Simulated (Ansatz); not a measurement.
Seebeck coefficient (μV/K, mean over directions) of n-type Si2N2O (Cmc2_1) against carrier density, PBEsol, rigid bands (Ansatz, a program for electronic structure). Computed gap 4.94 eV; densities at which minority carriers matter at this gap, or further valleys turn the trend, are left out. Conductivity mass 0.47 mₑ (harmonic mean over directions), N_c = 8.3e18 cm⁻³ at 300 K.

```json
[
 {"electron density": "1e16 cm⁻³", "300 K": "-790", "500 K": "-857"},
 {"electron density": "1e17 cm⁻³", "300 K": "-592", "500 K": "-658"},
 {"electron density": "1e18 cm⁻³", "300 K": "…", "500 K": "-460"},
 {"electron density": "3e18 cm⁻³", "300 K": "-301", "500 K": "-367"},
 {"electron density": "1e19 cm⁻³", "300 K": "-204", "500 K": "-266"},
 {"electron density": "3e19 cm⁻³", "300 K": "-126", "500 K": "…"},
 {"electron density": "1e20 cm⁻³", "300 K": "-64", "500 K": "-101"},
 {"electron density": "3e20 cm⁻³", "300 K": "…", "500 K": "-53"},
 {"electron density": "1e21 cm⁻³", "300 K": "-16", "500 K": "-31"}
]
```

Some entries are withheld; supply them.


- 1e18 cm⁻³, 300 K: -394
- 3e19 cm⁻³, 500 K: -180
- 3e20 cm⁻³, 300 K: -32

Rigid bands with a gap fixed in temperature, one relaxation time for all states, no polarons or phonon drag, and whether or not such doping can be reached. Spin-orbit coupling is left out.

Formula and space group known from diffraction (Crystallography Open Database), not checked to be the room-temperature form: Si2N2O (Cmc2_1).
